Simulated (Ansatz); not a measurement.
# Several settings converged on Zr₃Au (Pmm2, 8 atoms in the cell)

```
Zr3Au
1.0
    5.48050     0.00000     0.00000
    0.00000     5.48050     0.00000
    0.00000     0.00000     5.48050
Zr Au
6 2
Cartesian
  2.74025   1.37013   0.00000
  2.74025   4.11038   0.00000
  1.42012   0.00000   2.74025
  4.11038   0.00000   2.74025
  0.00000   2.74025   1.37013
  0.00000   2.74025   4.11038
  2.74025   2.74025   2.74025
  0.00000   0.00000   0.00000
```

Base method: PBEsol, default PAW files made with PBE (plane waves; Ansatz, a program for electronic structure).

Base settings: basis.ecutwfc = 30.9 Ry; kpoints.mp_grid.grid = 3 3 3; hamiltonian.xc = pbesol; hamiltonian.pseudopotentials = {kind: paw} (the program's default PAW files); scf.occupations.method = fermi_dirac; scf.occupations.width = 0.0073 Ry.

The count of work is k-points × plane waves × bands × iterations; it is no time. Core times come from one kind of shared machine, to one figure; runs under 30 s give none.

**The k-point mesh**

The second cell is the first with its lattice scaled by 0.98.

Only quantities that move along the ladder and can be compared are tabulated.

| kpoints.mp_grid.grid | free energy less the last step's (meV/atom) | energy of the compressed cell less the first (meV/atom) | pressure (GPa) | largest difference of a force vector from the last step's (eV/Å) | count of work / last | core time / last (rough) |
|---|---|---|---|---|---|---|
| 1 1 1 | -586.67 | -76.16 | -12.32 | 0.405 | 0.0060 | – |
| 3 3 3 | 8.88 | 15.31 | -1.87 | 0.072 | 0.037 | – |
| 4 4 4 | 1.43 | 14.19 | -2.06 | 0.004 | 0.12 | – |
| 6 6 6 | 0.13 | 13.33 | -2.16 | 0.002 | 0.30 | 0.3 |
| 8 8 8 | -0.24 | 13.79 | -2.12 | 0.000 | 0.58 | 0.6 |
| 9 9 9 | -0.06 | 13.63 | -2.13 | 0.000 | 0.58 | 0.7 |
| 11 11 11 | 0.00 | 13.84 | -2.11 | 0.000 | 1.0 | 1 |

Coarsest kpoints.mp_grid.grid that holds the forces within 0.005 eV/Å of the last step, with all finer ones: 4 4 4, at 0.12 of the last step's count of work; the step before is off by 0.072 eV/Å.

Coarsest kpoints.mp_grid.grid that holds the energy of the compressed cell less the first within 1 meV/atom of the last step, with all finer ones: 4 4 4, at 0.12 of the last step's count of work; the step before is off by 1.5 meV/atom.

Coarsest kpoints.mp_grid.grid that holds the pressure within 0.1 GPa of the last step, with all finer ones: 4 4 4, at 0.12 of the last step's count of work; the step before is off by 0.24 GPa.

The energy difference between the two cells stays within 1 meV/atom of the last step's from 4 4 4 on, the total only from 6 6 6 on: much of the error is common to both cells and cancels.

**The k-point mesh at a smearing width of 0.3 eV**

In this ladder: scf.occupations.width = 0.022 Ry.

Only quantities that move along the ladder and can be compared are tabulated.

```tsv
kpoints.mp_grid.grid	free energy less the last step's (meV/atom)	pressure (GPa)	largest difference of a force vector from the last step's (eV/Å)	count of work / last	core time / last (rough)
2 2 2	22.86	-1.17	0.025	0.037	–
4 4 4	-1.78	-1.02	0.002	0.12	–
6 6 6	0.24	-1.02	0.000	0.30	0.3
8 8 8	-0.02	-1.03	0.000	0.58	0.5
10 10 10	0.00	-1.03	0.000	1.0	1
```

Coarsest kpoints.mp_grid.grid that holds the free energy within 1 meV/atom of the last step, with all finer ones: 6 6 6, at 0.30 of the last step's count of work and about 0.3 of the last step's time; the step before is off by 1.8 meV/atom.

Coarsest kpoints.mp_grid.grid that holds the forces within 0.02 eV/Å of the last step, with all finer ones: 4 4 4, at 0.12 of the last step's count of work; the step before is off by 0.025 eV/Å.

Coarsest kpoints.mp_grid.grid that holds the pressure within 0.05 GPa of the last step, with all finer ones: 4 4 4, at 0.12 of the last step's count of work; the step before is off by 0.15 GPa.

**The width of cold smearing**

In this ladder: kpoints.mp_grid.grid = 5 5 5; scf.occupations.method = cold.

Narrow widths need finer meshes than wide ones, so the last steps can hold mesh noise.

Only quantities that move along the ladder and can be compared are tabulated; pressure and forces are left out, as mesh noise rules them at narrow widths.

```csv
scf.occupations.width,free energy less the last step's (meV/atom)
0.0735 Ry,34.46
0.0367 Ry,13.06
0.022 Ry,3.61
0.0073 Ry,0.00
```

Widest scf.occupations.width that holds the free energy within 5 meV/atom: not settled: the last two steps still differ by 3.6 meV/atom, over half the tolerance, so the ladder does not show it.

On the base run: the starting cell comes from a database of computed structures (which also holds hypothetical and non-ambient phases and stackings), without a prior relaxation at this level. Its lattice was rescaled by up to half a per cent. One atom was moved a little off its site on purpose. Ansatz's pressure includes its estimate of the finite-basis (Pulay) stress. Without a gap this mesh is coarse (it stands for a supercell whose shortest vector is 16 Å).

Left out of this page: 2 runs of the series outside the window shown, repeating another row's setting, or not comparable.

Keys are those of Ansatz 0.2.
